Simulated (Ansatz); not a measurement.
Consider CdTe in the zinc blende structure (space group F-43m, No. 216; a = 6.558 Å). Axes: x, y, z lie along the cube axes.

Calculations: r2SCAN in Ansatz (plane waves to 500 eV, PAW, spin-orbit coupling left out).

Now apply this change: the cell is scaled by 1.0187 in all directions, atoms relaxed at fixed cell.

Q: Predict the stress tensor and what it implies for the stiffness.

A: Stress of the strained cell less that of the base (GPa, compression positive):
```
  -1.97    0.00    0.00
   0.00   -1.97    0.00
   0.00    0.00   -1.97
```

Then B = −ΔP/(ΔV/V₀) with ΔV/V₀ = 0.0572 gives secant stiffness values (nonlinear terms included at this strain): B ≈ 34 GPa.

As a check, the harmonic strain energy −½ V₀ Δσ:ε is 12 meV/atom; the computed energy rise is 13 meV/atom.

Stability against distortions was not tested.

Ansatz is an electronic-structure program.
